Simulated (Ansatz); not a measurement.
For ScOF (model structure, Pca2₁, No. 29, 12 atoms in the cell), PBEsol (PAW; Ansatz, a program for electronic structure) gives:

```
Item                    Value
---------------  ------------
cohesive energy  6.90 eV/atom
band gap              4.48 eV
```

Problem. What does r²SCAN+rVV10 (Ansatz, PAW) give for the same quantities?

Solution. 
- cohesive energy: 6.77 eV/atom (falls by 0.13 eV/atom)
- band gap: 5.00 eV (goes up by 0.52 eV)

Changes are worked out from the printed values.

Unless a cell is named, each level is at its own relaxed cell (PBEsol 11.06, r²SCAN+rVV10 11.10 Å³/atom).

Density-functional gaps are differences of (generalised) Kohn–Sham levels.

Ansatz's density-functional and Hartree–Fock values are scalar-relativistic unless marked +SOC, with PAW data made under PBE.

A model structure was made by putting elements into a prototype or built by hand; it is no filed structure, need not be a known phase, and can be a saddle point held by its symmetry.
